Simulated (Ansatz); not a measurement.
Consider a 24-atom cell of Ru(S,Se)2 started in the pyrite structure, site fractions S 0.250, Se 0.750, short-range order -0.33 among the nearest mixed sites of the first mixed sublattice (0 is random, a negative value favours unlike neighbours), space group R3 at the end, an ordered arrangement that its symmetry holds. Its start:

```xyz
24
Lattice="5.9211 0.0005 5.9211 0.0000 5.9216 5.9216 -5.9216 0.0000 5.9216" Properties=species:S:1:pos:R:3 pbc="T T T"
Ru     0.0582     2.9026     3.0190
Ru    -0.0027     2.9635     8.8797
Ru    -2.9589     3.0040     5.9991
Ru     2.8972     2.9767     5.8856
Ru     2.9248     0.0636     2.9449
Ru    -2.8833    -0.0019     2.9176
Ru    -0.0432    -0.0775     0.0019
Ru    -0.0159     0.0360     5.8580
Se     2.2572     0.7036     5.2180
Se    -3.6804     0.7196     5.2020
S      3.6659     5.2165    12.5482
Se    -2.2483     5.2091    12.5557
Se     0.7390     5.1688    14.0706
Se     0.6819     5.2359     8.1865
Se    -0.7034     0.6947     9.5961
S     -0.7064     0.7152     3.6610
Se    -0.6959     2.2789     6.6072
Se    -0.7333     2.2218    12.5959
S      0.7002     3.6672     5.2064
Se     0.7137     3.6642    11.1485
Se    -2.2751     3.6566     9.5643
Se     3.7135     3.6941     9.6213
S     -3.6760     2.2606     8.1760
Se     2.2661     2.2471     8.1789
```

Method: r2SCAN (plane waves to 500 eV, PAW; Ansatz, an electronic-structure program). Spin–orbit coupling is left out; the runs are not spin-polarised. Its k-point mesh 4×4×4, Fermi–Dirac width 0.01 eV.

### Question
Predict the alloy's volume and bond lengths.

### Answer
| Property | Result |
|---|---|
| volume per atom | 17.03 Å³ |
| Ru–Se bonds (within 1.22 times the sum of covalent radii) | 2.470 Å on average, from 2.449 to 2.504 (36) |
| Ru–S bonds (within 1.22 times the sum of covalent radii) | 2.411 Å on average, from 2.400 to 2.427 (12) |
